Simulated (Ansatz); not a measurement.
Relaxation of the outer planes of the (100) surface of bcc Li in its 1x1 cell, outermost plane spacing 1.72 Å in the ideal cut.

These are PBE (plane waves to 420 eV, PAW; Ansatz, a quantum-chemistry and plane-wave program) values and carry that method's errors.

Slab: 7 atoms, 10.3 Å thick at the start (thin: gaps and levels are the slab's own); k 11x11x1, smearing 0.1 eV, dipole-corrected; all atoms relaxed; symmetry of the start imposed; no spin, no spin-orbit, no U.

| plane | atoms | bulk spacing to the next (Å) | relaxed spacing (Å) | change (%) | rumpling (Å) |
|---|---|---|---|---|---|
| 1 | Li | 1.719 | 1.798 | 4.6 | 0.00 |
| 2 | Li | 1.719 | 1.665 | -3.1 | 0.00 |
